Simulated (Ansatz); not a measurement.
For GeS (model structure, started from the NiAs type, P6₃/mmc, No. 194, 4 atoms in the cell), LDA in Ansatz (PAW) gives:

```
Property                    Value
-------------------  ------------
lattice parameter a       3.625 Å
c axis length             6.660 Å
bulk modulus B0          60.7 GPa
cohesive energy      4.42 eV/atom
```

Task: What does PBEsol in Ansatz (plane waves, PAW) give for the same quantities?

Result: 
- lattice constant a: 3.664 Å (goes up by 1.1 %)
- lattice parameter c: 6.690 Å (grows by 0.5 %)
- bulk modulus: 57.9 GPa (falls by 4.6 %)
- cohesive energy: 3.94 eV/atom (falls by 0.48 eV/atom)

Changes are worked out from the printed values.

Unless a cell is named, each level is at its own relaxed cell (LDA 18.94, PBEsol 19.45 Å³/atom).

Caveats: the bulk modulus is −V dP/dV from two relaxed cells at ±2 % in volume (LDA, PBEsol). Ansatz's density-functional and Hartree–Fock values are scalar-relativistic unless marked +SOC, with PAW data made under PBE.

A model structure was made by putting elements into a prototype or built by hand; it is no filed structure, need not be a known phase, and can be a saddle point held by its symmetry.

Ansatz is a program for electronic structure.
